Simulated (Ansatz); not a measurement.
## rock-salt TaN (1 1 1) on corundum (0 0 1) (film strained to the substrate, started from cuts of the bulks and a machine-learned relaxation)

A periodic stack without vacuum, rock-salt TaN (1 1 1) on corundum (0 0 1) (film strained to the substrate, started from cuts of the bulks and a machine-learned relaxation): substrate slab Al36O54, film N28Ta28, surface cells [[-1, 1], [-2, -1]] and [[-3, 2], [-2, -1]], film strained by +0.8 and +0.8 %, outermost planes Al/Al and N/Ta as cut, which need not be the usual terminations and can put a slab off its formula.

The start was prepared with a machine-learned potential, and the result is one local minimum, with the in-plane cell held and forces under 0.04 eV/Å; the film can end far from its bulk form.

Computed with PBE (plane waves to 420 eV, PAW; Ansatz, a program for electronic structure). Scalar-relativistic, without spin–orbit coupling; the runs are not spin-polarised; PBE gaps are too small against experiment. Its k-point mesh 4×4×1, Fermi–Dirac width 0.05 eV.

- interface area: 60.1 Å²
- period: 24.99 Å
- gaps between the outermost planes at the two interfaces: 1.95 and 1.09 Å
- Al–Ta contacts across the interfaces within 1.22 times the sum of covalent radii: 14, mean 3.07 Å
- O–Ta contacts across the interfaces within 1.22 times the sum of covalent radii: 6, mean 2.23 Å
- Al–N contacts across the interfaces within 1.22 times the sum of covalent radii: 2, mean 2.12 Å

```
CELL_PARAMETERS angstrom
      8.32899     0.00000     0.01519
      4.16446     7.21309     0.03012
     -2.72953    -1.92682    24.97670
ATOMIC_POSITIONS crystal
  Al 0.69194 0.70420 0.12647
  Al 0.37610 0.35575 0.11998
  Al 0.02418 0.05296 0.12623
  Al 0.71444 0.31498 0.04990
  Al 0.33390 0.02542 0.04920
  Al 0.99183 0.72223 0.04733
  Al 0.02404 0.37453 0.10602
  Al 0.68896 0.02985 0.11010
  Al 0.36594 0.68509 0.10231
  Al 0.70660 0.38923 0.19548
  Al 0.37303 0.06037 0.19347
  Al 0.04739 0.71849 0.19281
  O  0.46790 0.44312 0.06202
  O  0.11044 0.14041 0.07542
  O  0.77352 0.79653 0.07248
  O  0.78376 0.48711 0.07309
  O  0.45796 0.14267 0.07571
  O  0.16903 0.78344 0.04969
  O  0.92642 0.28662 0.15944
  O  0.60110 0.94100 0.16054
  O  0.25471 0.60288 0.14577
  O  0.23794 0.28435 0.15613
  O  0.91531 0.93456 0.15726
  O  0.56804 0.60743 0.15732
  O  0.93273 0.58647 0.15674
  O  0.60251 0.25037 0.15840
  O  0.26573 0.91254 0.15477
  O  0.10219 0.47013 0.05222
  O  0.82682 0.09617 0.07607
  O  0.48440 0.78592 0.07083
  Al 0.73196 0.41776 0.30295
  Al 0.39734 0.08455 0.30171
  Al 0.06346 0.74923 0.30151
  Al 0.04298 0.39703 0.21356
  Al 0.71442 0.05860 0.21597
  Al 0.38359 0.73174 0.21350
  Al 0.72652 0.74582 0.28194
  Al 0.39225 0.41304 0.28106
  Al 0.06112 0.07711 0.28111
  Al 0.07814 0.43439 0.36900
  Al 0.74437 0.09995 0.36833
  Al 0.40870 0.76869 0.36917
  O  0.81773 0.50779 0.24546
  O  0.48577 0.17361 0.24508
  O  0.15782 0.83522 0.24295
  O  0.82212 0.19754 0.24547
  O  0.48859 0.86728 0.24479
  O  0.15647 0.53120 0.24375
  O  0.63176 0.65878 0.33260
  O  0.29910 0.32463 0.33181
  O  0.96723 0.99000 0.33153
  O  0.94092 0.65364 0.33226
  O  0.60711 0.32197 0.33213
  O  0.27409 0.98809 0.33172
  O  0.97064 0.29514 0.33228
  O  0.63543 0.96285 0.33209
  O  0.30228 0.62932 0.33194
  O  0.51042 0.50624 0.24387
  O  0.18031 0.17055 0.24354
  O  0.85149 0.83466 0.24558
  Al 0.09797 0.45766 0.47370
  Al 0.76141 0.12837 0.47204
  Al 0.43226 0.79748 0.47439
  Al 0.74677 0.77237 0.38948
  Al 0.41567 0.43951 0.38887
  Al 0.08059 0.10705 0.38921
  Al 0.76256 0.46107 0.46368
  Al 0.42711 0.12448 0.46386
  Al 0.09633 0.78960 0.46164
  Al 0.78475 0.80998 0.52837
  Al 0.44097 0.47456 0.52477
  Al 0.09854 0.14076 0.52929
  O  0.18946 0.55103 0.41961
  O  0.85373 0.21921 0.41975
  O  0.51948 0.88768 0.42054
  O  0.19255 0.24162 0.42028
  O  0.85802 0.90755 0.41921
  O  0.52678 0.57552 0.42034
  O  0.66936 0.35967 0.50733
  O  0.32578 0.02967 0.50779
  O  0.00694 0.68813 0.50604
  O  0.98330 0.36538 0.50760
  O  0.65040 0.03427 0.50740
  O  0.31910 0.69958 0.50585
  O  0.66313 0.68923 0.50813
  O  0.32740 0.34894 0.50786
  O  0.98847 0.01243 0.50617
  O  0.88138 0.54737 0.42012
  O  0.54723 0.21520 0.42015
  O  0.21370 0.88187 0.41960
  N  0.86346 0.85999 0.61098
  N  0.45159 0.00528 0.62046
  N  0.73537 0.57946 0.62020
  N  0.31171 0.70962 0.61747
  N  0.59127 0.29204 0.61305
  N  0.16648 0.42762 0.61918
  N  0.04212 0.14783 0.60743
  N  0.81565 0.32649 0.69853
  N  0.37391 0.48160 0.70847
  N  0.64893 0.07885 0.71199
  N  0.22567 0.21587 0.71027
  N  0.51481 0.79698 0.71182
  N  0.06039 0.95890 0.69949
  N  0.93423 0.65560 0.70938
  N  0.72973 0.85285 0.80454
  N  0.28380 0.99556 0.80775
  N  0.56608 0.58767 0.80962
  N  0.13876 0.72193 0.81251
  N  0.44922 0.30209 0.80887
  N  0.00512 0.43544 0.81102
  N  0.84290 0.16392 0.81152
  N  0.63266 0.36765 0.90765
  N  0.20566 0.51212 0.91034
  N  0.48672 0.12020 0.91544
  N  0.07117 0.24134 0.90759
  N  0.34663 0.79057 0.90593
  N  0.94305 0.92769 0.91267
  N  0.77557 0.63916 0.92111
  Ta 0.85050 0.10486 0.63333
  Ta 0.41117 0.25576 0.64857
  Ta 0.69224 0.82092 0.65354
  Ta 0.27796 0.94391 0.65556
  Ta 0.55423 0.53798 0.66234
  Ta 0.12977 0.67888 0.66091
  Ta 0.97852 0.40068 0.65458
  Ta 0.76795 0.59145 0.75441
  Ta 0.31515 0.75247 0.75307
  Ta 0.63254 0.33310 0.75475
  Ta 0.18492 0.47035 0.75897
  Ta 0.46256 0.05446 0.76495
  Ta 0.02859 0.18523 0.75786
  Ta 0.91421 0.90691 0.75660
  Ta 0.67921 0.10854 0.86262
  Ta 0.26151 0.25236 0.85394
  Ta 0.54554 0.82970 0.85933
  Ta 0.09418 0.98234 0.85910
  Ta 0.39385 0.54732 0.86319
  Ta 0.94944 0.69069 0.86430
  Ta 0.81784 0.41922 0.86343
  Ta 0.66390 0.65803 0.00370
  Ta 0.19195 0.75599 0.96545
  Ta 0.46298 0.37470 0.96624
  Ta 0.04146 0.46038 0.96849
  Ta 0.32039 0.03459 0.94370
  Ta 0.87524 0.20077 0.95117
  Ta 0.73564 0.90331 0.95089
```
